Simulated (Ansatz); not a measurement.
This Ansatz (a quantum-chemistry and plane-wave program) input is the reference run, GaP in the zinc blende structure (space group F-43m, No. 216), computed with Kohn–Sham DFT with the r2SCAN functional, run in Ansatz with PAW and 500 eV plane waves, scalar-relativistic without spin-orbit coupling, earlier PAW set:

Ansatz 0.2 input:
```yaml
crystal:
  lattice:
    - [0, 2.7258656842, 2.7258656842]
    - [2.7258656842, 0, 2.7258656842]
    - [2.7258656842, 2.7258656842, 0]
  atoms:
    - { symbol: P, position: [0.75, 0.75, 0.75] }
    - { symbol: Ga, position: [0, 0, 0] }
basis: { ecutwfc: 500, ecutrho_ratio: 4, xc_grid: 4, fft_grid_basis: typed }
kpoints: { mp_grid: { grid: [10, 10, 10] } }
hamiltonian:
  xc: r2scan
  dispersion: none
  pseudopotentials: { azcp: { folder: ./paw }, kind: paw }
scf: { occupations: { method: fermi_dirac, width: 0.05 }, convergence: { dr2_threshold: 0.0000000002 } }
output: { forces: true, stress: true }
checkpoint: { write: state.ck, write_every: 1000 }
```

### Question
Write the input for this change: every lattice vector is stretched by 3.49 %; the atoms relax in the strained cell.

### Answer
Ansatz 0.2 input:
```yaml
crystal:
  lattice:
    - [0, 2.8209983966, 2.8209983966]
    - [2.8209983966, 0, 2.8209983966]
    - [2.8209983966, 2.8209983966, 0]
  atoms:
    - { symbol: P, position: [0.75, 0.75, 0.75] }
    - { symbol: Ga, position: [0, 0, 0] }
basis: { ecutwfc: 500, ecutrho_ratio: 4, xc_grid: 4, fft_grid_basis: typed }
kpoints: { mp_grid: { grid: [10, 10, 10] } }
hamiltonian:
  xc: r2scan
  dispersion: none
  pseudopotentials: { azcp: { folder: ./paw }, kind: paw }
scf: { occupations: { method: fermi_dirac, width: 0.05 }, convergence: { dr2_threshold: 0.0000000002 } }
relax: { f_tol: 0.005, max_steps: 50 }
output: { forces: true, stress: true }
checkpoint: { write: state.ck, write_every: 1000 }
```
This is the input that was run.

Stability against distortions was not tested.
